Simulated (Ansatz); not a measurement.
An Ansatz (a program for electronic structure) input (PBEsol (Ansatz), scalar-relativistic without spin-orbit coupling):

Ansatz 0.2 input:
```yaml
crystal:
  lattice:
    - [3.0577656989, 0, 0]
    - [1.5288828494, 2.648102774, 0]
    - [0, 0, 5.0281969814]
  atoms:
    - { symbol: Al, position: [0.3333333333, 0.3333333333, 0.9999974782] }
    - { symbol: Al, position: [0.6666666667, 0.6666666667, 0.4999974782] }
    - { symbol: N, position: [0.3333333333, 0.3333333333, 0.3820025218] }
    - { symbol: N, position: [0.6666666667, 0.6666666667, 0.8820025218] }
basis: { ecutwfc: 420, ecutrho_ratio: 4, xc_grid: 2, fft_grid_basis: typed }
kpoints: { mp_grid: { grid: [12, 12, 7] } }
hamiltonian:
  xc: pbesol
  dispersion: none
  pseudopotentials: { kind: paw }
scf: { occupations: { method: fermi_dirac, width: 0.05 } }
relax: { f_tol: 0.005, max_steps: 50, cell: { stress_tol: 0.01, fix: [a, b, gamma] } }
output: { forces: true, stress: true }
checkpoint: { write: state.ck, write_every: 1000 }
```

**Question.** Which symmetry and how many k-points will the program report, and about how many plane waves at Γ?

**Answer.** Space group P63mc (ITA 186) with 12 operations, k-points 76 of 1008, and 785 plane waves at Γ.

**Question.** And the final pressure?

**Answer.** 5.81 GPa (compression positive).

The cells carry an imposed strain or load. Stability against distortions was not tested. The cell was made from AlN in the wurtzite structure (space group P6_3mc, No. 186) by this change: biaxial strain −1.80 %, plane normal [001], relaxed out of plane.
